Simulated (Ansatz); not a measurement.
The parent structure is HfO₂ in the rutile structure (space group P4_2/mnm, No. 136; a = 4.8301 Å, c = 3.2097 Å; a cell from a computed database, its experimental status unchecked). Axes: x, y, z lie along a, b, c of the conventional cell.

Perturbation: uniaxial stress, 5 GPa tension along x, with the cell and atoms free to relax against it.

Levels (all Ansatz, a first-principles code, PAW): PBEsol (420 eV, scalar-relativistic without spin-orbit coupling); PBEsol+SOC (420 eV, noncollinear with spin-orbit coupling).

The geometry is relaxed with PBEsol.

| Quantity | Value |
|---|---|
| PBEsol lowest conduction level above the VBM at special points | Γ 3.86 eV; T 3.95 eV; S 4.13 eV; U 4.29 eV |
| PBEsol width of the top valence band | 1.26 eV |
| PBEsol gap character | direct at Γ |
| PBEsol valence-band top at Γ | 0.00, -0.29, -0.46 eV |

Question: How does going to PBEsol+SOC change the lowest conduction level above the VBM at special points, width of the top valence band, gap character and valence-band top at Γ?

Answer: The lowest conduction level above the VBM at special points becomes Γ 3.85 eV; T 3.90 eV; S 4.12 eV; U 4.25 eV (PBEsol: Γ 3.86 eV; T 3.95 eV; S 4.13 eV; U 4.29 eV); the width of the top valence band shrinks by 0.04 eV, from 1.26 eV to 1.22 eV; the gap character is still direct at Γ; the valence-band top at Γ (three highest Kramers pairs, from the VBM) changes from 0.00, -0.29, -0.46 eV to 0.00, -0.28, -0.44 eV.

Single points use the geometry relaxed with PBEsol. Differences between runs with and without spin-orbit coupling are approximate. Spin-orbit coupling, missing from the scalar runs, can matter with Hf. Load acts through the strain it causes; cell and atoms are relaxed under it. Beyond what the load breaks, stability against distortions was not tested. This is not the structure that HfO2 has at room temperature and ambient pressure. k-point labels follow each cell's own Brillouin zone.
